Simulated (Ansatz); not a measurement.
Quick settings and what they miss: K (Im-3m, 1 atom in the cell)

Self-consistent single point.

```xyz
1
Lattice="-2.6962 2.6962 2.6962 2.6962 -2.6962 2.6962 2.6962 2.6962 -2.6962" Properties=species:S:1:pos:R:3 pbc="T T T"
K      0.0000     0.0000     0.0000
```

Method of the run: PBEsol, harder PAW files (source: ansatz) made with PBE (plane waves; Ansatz, a quantum-chemistry and plane-wave program).

Base settings: basis.ecutwfc = 390 eV; kpoints.mp_grid.grid = 6 6 6; hamiltonian.xc = pbesol; hamiltonian.pseudopotentials = {kind: paw, source: ansatz}; scf.occupations.method = methfessel_paxton; scf.occupations.width = 0.1 eV.

Tight run (finer mesh or higher cutoff; not a proven limit): basis.ecutwfc: 390 eV → 545 eV; kpoints.mp_grid.grid: 6 6 6 → 9 9 9; scf.convergence.dr2_threshold: default (1e-07 eV) → 1e-09 eV. It gave Fermi level (on the code's own zero) 1.45 eV; pressure -0.32 GPa.

Quick runs, as changes from the base:
- A: the base itself
- B: basis.ecutwfc: 390 eV → 195 eV; kpoints.mp_grid.grid: 6 6 6 → 4 4 4; kpoints.mp_grid.shift: default → 0.5 0.5 0.5
- C: basis.ecutwfc: 390 eV → 275 eV; kpoints.mp_grid.grid: 6 6 6 → 4 4 4; hamiltonian.xc: pbesol → lda; scf.occupations.method: methfessel_paxton → fermi_dirac; scf.occupations.width: 0.1 eV → 0.5 eV; scf.convergence.dr2_threshold: default (1e-07 eV) → 0.0001 eV [LDA (PW92)]
- D: basis.ecutwfc: 390 eV → 235 eV; kpoints.mp_grid.grid: 6 6 6 → 3 3 3; scf.occupations.width: 0.1 eV → 0.5 eV; scf.convergence.dr2_threshold: default (1e-07 eV) → 0.001 eV
- E: basis.ecutwfc: 390 eV → 235 eV; kpoints.mp_grid.grid: 6 6 6 → 1 1 1; kpoints.mp_grid.shift: default → 0.5 0.5 0.5
- F: basis.ecutwfc: 390 eV → 310 eV; scf.occupations.method: methfessel_paxton → fermi_dirac; scf.occupations.width: 0.1 eV → 0.136 eV

Energies are extrapolated to zero smearing width, which holds to low order in the width alone.

Dashes: energy of C, another energy zero.

† marks runs with another functional, U, potentials or spin treatment: their distance from the tight run is not a convergence error alone.

The count of work is k-points × plane waves × bands × iterations; it is no time. 

Pressures in the table are Ansatz's without its Pulay estimate, at a fixed set of plane waves; the tight run's value above holds the estimate.

The starting cell comes from a database of computed structures (which also holds hypothetical and non-ambient phases and stackings), without a prior relaxation at this level. Its lattice was rescaled by a random factor within 2.5 % of one.

```csv
run,energy less tight (meV/atom),pressure less tight (GPa),count of work / tight
A,24.2,0.03,0.29
B,1393.8,-12.55,0.035
C†,–,-1.27,0.090
D,232.2,-4.06,0.016
E,2528.7,-3.31,0.0080
F,24.3,-0.23,0.20
```

Among the runs at the tight run's level, the energy misses run from 24.2 to 2528.7 meV/atom.

Keys are those of Ansatz 0.2.
